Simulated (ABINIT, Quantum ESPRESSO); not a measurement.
A Quantum ESPRESSO input for a self-consistent single point of CdGa₂Te₄ (I-4, 7 atoms in the cell) (DFT, LDA (PZ), plane waves, GBRV 1.5 ultrasoft (LDA) pseudopotentials):

```fortran
&CONTROL
  calculation = 'scf',
  outdir = './tmp',
  pseudo_dir = './',
  tprnfor = .true.,
  tstress = .true.,
/
&SYSTEM
  ibrav = 0,
  nat = 7,
  ntyp = 3,
  ecutwfc = 50,
  ecutrho = 250,
  occupations = 'fixed',
  nbnd = 43,
/
&ELECTRONS
  conv_thr = 1.0d-10,
/
ATOMIC_SPECIES
Cd   112.4140  cd_lda_v1.uspp.F.UPF
Ga    69.7230  ga_lda_v1.4.uspp.F.UPF
Te   127.6000  te_lda_v1.uspp.F.UPF
CELL_PARAMETERS {angstrom}
  -2.99801200     2.99801200     5.74222200
   2.99801200    -2.99801200     5.74222200
   2.99801200     2.99801200    -5.74222200
ATOMIC_POSITIONS {angstrom}
Cd    0.00000000    0.00000000    0.00000000
Ga    2.99801200    0.00000000    2.87111100
Ga    0.00000000    0.00000000    5.74222200
Te    4.35761044    1.53012536   -1.57589541
Te    1.53012536    1.63841356    1.57589541
Te   -1.35959844    1.46788663    4.16632659
Te    1.46788663    1.35959844    7.31811741
K_POINTS {automatic}
3 3 3  0 0 0
```

### Question
Write the same calculation as an input for ABINIT.

### Answer
One input that does it (others would too):

```
# Cd(GaTe2)2, JTH v2.0 LDA PAW
pp_dirpath "./"
pseudos "Cd.LDA_PW-JTH.xml, Ga.LDA_PW-JTH.xml, Te.LDA_PW-JTH.xml"
acell 13.4886296410 13.4886296410 13.4886296410
rprim
        -0.4200146160    0.4200146160    0.8044721529
         0.4200146160   -0.4200146160    0.8044721529
         0.4200146160    0.4200146160   -0.8044721529
natom 7
ntypat 3
znucl 48 31 52
typat 1 2 2 3 3 3 3
xcart
         0.0000000000    0.0000000000    0.0000000000
         2.9980120000   -0.0000000000    2.8711110000
         0.0000000000   -0.0000000000    5.7422220000
         4.3576104420    1.5301253646   -1.5758954057
         1.5301253646    1.6384135580    1.5758954057
        -1.3595984420    1.4678866354    4.1663265943
         1.4678866354    1.3595984420    7.3181174057
      Angstrom
ecut 20 Ha
pawecutdg 40 Ha
pawxcdev 0
occopt 1
nband 34
kptopt 1
ngkpt 3 3 3
nshiftk 1
shiftk 0 0 0
nstep 80
tolvrs 1.0e-11
diemac 12
prtwf 0
prtden 0
enunit 2
```

Basis settings and potentials, where a program has them, do not carry over. This input uses DFT, LDA (PW92), plane waves, PAW (JTH v2.0 LDA PAW). LDA parametrisations can differ slightly between programs.

The starting cell comes from a database of computed structures (which also holds hypothetical and non-ambient phases and stackings), without a prior relaxation at this level. Its lattice was rescaled by a random factor within 2.5 % of one. For this run, on top of that: lattice scaled by 0.98.
